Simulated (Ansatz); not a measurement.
An Ansatz (a quantum-chemistry and plane-wave program) input (Ansatz, r2SCAN, PAW, cutoff 500 eV, without spin-orbit coupling):

Ansatz 0.2 input:
```yaml
crystal:
  lattice:
    - [0, 2.6064066918, 2.4519729607]
    - [2.6064066918, 0, 2.4519729607]
    - [2.6064066918, 2.6064066918, 0]
  atoms:
    - { symbol: Ge, position: [0, 0, 0] }
    - { symbol: Pd, position: [0.5, 0.5, 0.5] }
basis: { ecutwfc: 500, ecutrho_ratio: 4, xc_grid: 4, fft_grid_basis: typed }
kpoints: { mp_grid: { grid: [16, 16, 16] } }
hamiltonian:
  xc: r2scan
  dispersion: none
  pseudopotentials: { kind: paw }
scf: { occupations: { method: fermi_dirac, width: 0.05 }, convergence: { dr2_threshold: 0.0000000002 } }
output: { forces: true, stress: true }
checkpoint: { write: state.ck, write_every: 1000 }
```

### Question
Which symmetry and how many k-points will the program report, and about how many plane waves at Γ?

### Answer
Space group I4/mmm (ITA 139) with 16 operations, k-points 349 of 4096, and 853 plane waves at Γ.

### Question
And the final pressure?

### Answer
5.55 GPa (compression positive).

Single points use the geometry relaxed with PBEsol. Load acts through the strain it causes; cell and atoms are relaxed under it. Stability under load was not tested beyond the relaxation. All final runs are without spin polarisation. The cell was made from PdGe in the rock salt structure (space group Fm-3m, No. 225; a hypothetical phase, not in the database extracts checked) by this change: uniaxial stress, 8 GPa compression along z.
